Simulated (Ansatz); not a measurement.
# rock-salt TaC (0 0 1) on alpha cristobalite (0 0 1) (film strained to the substrate, started from cuts of the bulks and a machine-learned relaxation; slabs Si16O32 and C30Ta30, which can lie off the formulas)

A periodic stack without vacuum, rock-salt TaC (0 0 1) on alpha cristobalite (0 0 1) (film strained to the substrate, started from cuts of the bulks and a machine-learned relaxation; slabs Si16O32 and C30Ta30, which can lie off the formulas): substrate slab Si16O32, film C30Ta30, surface cells [[-1, 1], [-1, -1]] and [[-3, -1], [-1, -2]], film strained by +1.6 and +1.6 %, outermost planes O/O and CTa/CTa as cut, which need not be the usual terminations and can put a slab off its formula.

The start was prepared with a machine-learned potential, and the result is one local minimum, with the in-plane cell held and forces under 0.04 eV/Å; the film can end far from its bulk form.

The numbers are results of PBE (plane waves to 420 eV, PAW; Ansatz, an electronic-structure program), not measurements. No spin–orbit coupling; the runs are not spin-polarised; PBE gaps are too small against experiment. Its k-point mesh 4×4×1, Fermi–Dirac width 0.05 eV.

| Property | Value |
|---|---|
| interface area | 51.7 Å² |
| period | 28.30 Å |
| heights between the nearest atoms of the two slabs at the two interfaces | 1.67 and 1.45 Å |
| Si–Ta contacts across the interfaces within 1.22 times the sum of covalent radii | 7, mean 3.06 Å |
| O–Ta contacts across the interfaces within 1.22 times the sum of covalent radii | 5, mean 2.23 Å |
| C–Si contacts across the interfaces within 1.22 times the sum of covalent radii | 2, mean 1.90 Å |

```yaml
crystal:
  lattice:
    - [7.18849, 0.00037, -0.02039]
    - [0.00001, 7.18768, 0.12676]
    - [-1.27848, -2.49111, 28.26566]
  atoms:
    - { symbol: Si, position: [0.27714, 0.07732, 0.17432] }
    - { symbol: Si, position: [0.84725, 0.59609, 0.18512] }
    - { symbol: Si, position: [0.70254, 0.16331, 0.06978] }
    - { symbol: Si, position: [0.38422, 0.48284, 0.04707] }
    - { symbol: Si, position: [0.54904, 0.81756, 0.12200] }
    - { symbol: Si, position: [0.06059, 0.36329, 0.11351] }
    - { symbol: Si, position: [0.58074, 0.33085, 0.23759] }
    - { symbol: Si, position: [0.08774, 0.87155, 0.24897] }
    - { symbol: O, position: [0.41948, 0.22390, 0.20356] }
    - { symbol: O, position: [0.93129, 0.71547, 0.23168] }
    - { symbol: O, position: [0.37564, 0.88338, 0.15427] }
    - { symbol: O, position: [0.03091, 0.52131, 0.15677] }
    - { symbol: O, position: [0.61574, 0.01376, 0.10282] }
    - { symbol: O, position: [0.18052, 0.44024, 0.07028] }
    - { symbol: O, position: [0.71879, 0.72811, 0.15236] }
    - { symbol: O, position: [0.17505, 0.18327, 0.13101] }
    - { symbol: O, position: [0.51792, 0.28370, 0.04771] }
    - { symbol: O, position: [0.83162, 0.04518, 0.03415] }
    - { symbol: O, position: [0.71841, 0.43077, 0.20272] }
    - { symbol: O, position: [0.11529, 0.01409, 0.20775] }
    - { symbol: O, position: [0.69402, 0.17014, 0.26496] }
    - { symbol: O, position: [0.28723, 0.77951, 0.26343] }
    - { symbol: O, position: [0.48275, 0.65826, 0.07978] }
    - { symbol: O, position: [0.84277, 0.31774, 0.09702] }
    - { symbol: Si, position: [0.33942, 0.22731, 0.42749] }
    - { symbol: Si, position: [0.87507, 0.69162, 0.43699] }
    - { symbol: Si, position: [0.85339, 0.14623, 0.30712] }
    - { symbol: Si, position: [0.38802, 0.65711, 0.30374] }
    - { symbol: Si, position: [0.61881, 0.94113, 0.37665] }
    - { symbol: Si, position: [0.07885, 0.45368, 0.35923] }
    - { symbol: Si, position: [0.62087, 0.43037, 0.49448] }
    - { symbol: Si, position: [0.20305, 0.92639, 0.49248] }
    - { symbol: O, position: [0.45570, 0.41100, 0.45230] }
    - { symbol: O, position: [0.06850, 0.78969, 0.45607] }
    - { symbol: O, position: [0.45609, 0.07327, 0.39713] }
    - { symbol: O, position: [0.92217, 0.55904, 0.39051] }
    - { symbol: O, position: [0.76298, 0.08265, 0.35462] }
    - { symbol: O, position: [0.22918, 0.59088, 0.33811] }
    - { symbol: O, position: [0.71783, 0.83765, 0.42029] }
    - { symbol: O, position: [0.18589, 0.30606, 0.39074] }
    - { symbol: O, position: [0.49151, 0.48100, 0.27617] }
    - { symbol: O, position: [0.00616, 0.98710, 0.29411] }
    - { symbol: O, position: [0.79238, 0.56983, 0.47979] }
    - { symbol: O, position: [0.23434, 0.12439, 0.46751] }
    - { symbol: O, position: [0.68845, 0.21599, 0.50052] }
    - { symbol: O, position: [0.40649, 0.81681, 0.50024] }
    - { symbol: O, position: [0.53954, 0.78626, 0.33552] }
    - { symbol: O, position: [0.96198, 0.34489, 0.31521] }
    - { symbol: C, position: [0.09684, 0.02894, 0.65131] }
    - { symbol: C, position: [0.69399, 0.22902, 0.64951] }
    - { symbol: C, position: [0.89676, 0.62804, 0.64933] }
    - { symbol: C, position: [0.49388, 0.82534, 0.64833] }
    - { symbol: C, position: [0.29417, 0.42742, 0.64988] }
    - { symbol: C, position: [0.98691, 0.30673, 0.57207] }
    - { symbol: C, position: [0.57427, 0.50627, 0.55968] }
    - { symbol: C, position: [0.77986, 0.90623, 0.56965] }
    - { symbol: C, position: [0.38198, 0.11114, 0.57307] }
    - { symbol: C, position: [0.17353, 0.70037, 0.57239] }
    - { symbol: C, position: [0.12532, 0.07154, 0.80724] }
    - { symbol: C, position: [0.72479, 0.27160, 0.80709] }
    - { symbol: C, position: [0.92470, 0.67084, 0.80670] }
    - { symbol: C, position: [0.52423, 0.87084, 0.80701] }
    - { symbol: C, position: [0.32568, 0.47125, 0.80816] }
    - { symbol: C, position: [0.01052, 0.34989, 0.73011] }
    - { symbol: C, position: [0.60967, 0.54962, 0.72860] }
    - { symbol: C, position: [0.80944, 0.94963, 0.72937] }
    - { symbol: C, position: [0.41117, 0.15050, 0.72981] }
    - { symbol: C, position: [0.21061, 0.74923, 0.72978] }
    - { symbol: C, position: [0.15687, 0.11341, 0.96668] }
    - { symbol: C, position: [0.75780, 0.32043, 0.96426] }
    - { symbol: C, position: [0.95341, 0.71304, 0.96632] }
    - { symbol: C, position: [0.54972, 0.91364, 0.96493] }
    - { symbol: C, position: [0.35982, 0.52261, 0.98276] }
    - { symbol: C, position: [0.03945, 0.39397, 0.88724] }
    - { symbol: C, position: [0.63993, 0.59280, 0.88650] }
    - { symbol: C, position: [0.84056, 0.99264, 0.88632] }
    - { symbol: C, position: [0.43991, 0.19390, 0.88674] }
    - { symbol: C, position: [0.24112, 0.79192, 0.88708] }
    - { symbol: Ta, position: [0.98925, 0.32414, 0.65182] }
    - { symbol: Ta, position: [0.59578, 0.53295, 0.65040] }
    - { symbol: Ta, position: [0.79023, 0.92863, 0.65206] }
    - { symbol: Ta, position: [0.40326, 0.12047, 0.65094] }
    - { symbol: Ta, position: [0.19622, 0.73500, 0.65100] }
    - { symbol: Ta, position: [0.07657, 0.00974, 0.57628] }
    - { symbol: Ta, position: [0.68583, 0.19364, 0.56985] }
    - { symbol: Ta, position: [0.88608, 0.61073, 0.57557] }
    - { symbol: Ta, position: [0.47970, 0.81212, 0.56790] }
    - { symbol: Ta, position: [0.27485, 0.40577, 0.57686] }
    - { symbol: Ta, position: [0.02376, 0.37219, 0.80913] }
    - { symbol: Ta, position: [0.62662, 0.57366, 0.80856] }
    - { symbol: Ta, position: [0.82580, 0.97056, 0.80688] }
    - { symbol: Ta, position: [0.42614, 0.17106, 0.80900] }
    - { symbol: Ta, position: [0.22334, 0.77067, 0.80903] }
    - { symbol: Ta, position: [0.11022, 0.05079, 0.72887] }
    - { symbol: Ta, position: [0.70894, 0.25230, 0.72833] }
    - { symbol: Ta, position: [0.91110, 0.64691, 0.72717] }
    - { symbol: Ta, position: [0.51058, 0.84796, 0.72814] }
    - { symbol: Ta, position: [0.30902, 0.44868, 0.72780] }
    - { symbol: Ta, position: [0.04777, 0.41168, 0.96056] }
    - { symbol: Ta, position: [0.65718, 0.61951, 0.95978] }
    - { symbol: Ta, position: [0.86005, 0.01329, 0.96583] }
    - { symbol: Ta, position: [0.45879, 0.20647, 0.96158] }
    - { symbol: Ta, position: [0.24981, 0.81613, 0.96048] }
    - { symbol: Ta, position: [0.13935, 0.09056, 0.88548] }
    - { symbol: Ta, position: [0.74267, 0.28485, 0.88538] }
    - { symbol: Ta, position: [0.93682, 0.69855, 0.88525] }
    - { symbol: Ta, position: [0.54134, 0.89951, 0.88535] }
    - { symbol: Ta, position: [0.33996, 0.49000, 0.88503] }
```
